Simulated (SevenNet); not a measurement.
**AlB2-type HfB₂**

Method: the machine-learned potential SevenNet-l3i5 (trained on PBE and PBE+U data).

Cell: relaxed at this level.

```json
{
 "lattice_parameter_a": "3.147 Å",
 "lattice_parameter_c": "3.487 Å",
 "equilibrium_volume_per_atom": "9.97 Å³/atom",
 "bulk_modulus": "254 GPa"
}
```

Measured, for comparison: lattice constant a 3.14 Å, lattice parameter c 3.48 Å (temperature not stated, copied from a table, unchecked, not corrected to a static lattice; as tabulated in Journal of Nuclear Materials 21, 14 (1967)); equilibrium volume per atom 9.91 Å³/atom (room temperature, not corrected to a static lattice; as tabulated in Burrage et al. (2022), doi:10.3390/ma15082762); bulk modulus 282 GPa (room temperature, not corrected to a static lattice, hydrostatic curve from radial diffraction; as tabulated in Experimental and computational studies of compression and deformation behavior …). Computed (rounded) less measured: lattice constant a not scored (unchecked), lattice parameter c not scored (unchecked), equilibrium volume per atom +0.6 %, bulk modulus -10 %.

A machine-learned potential is trained on density-functional data: it inherits that level's misses and adds fitting errors of its own.
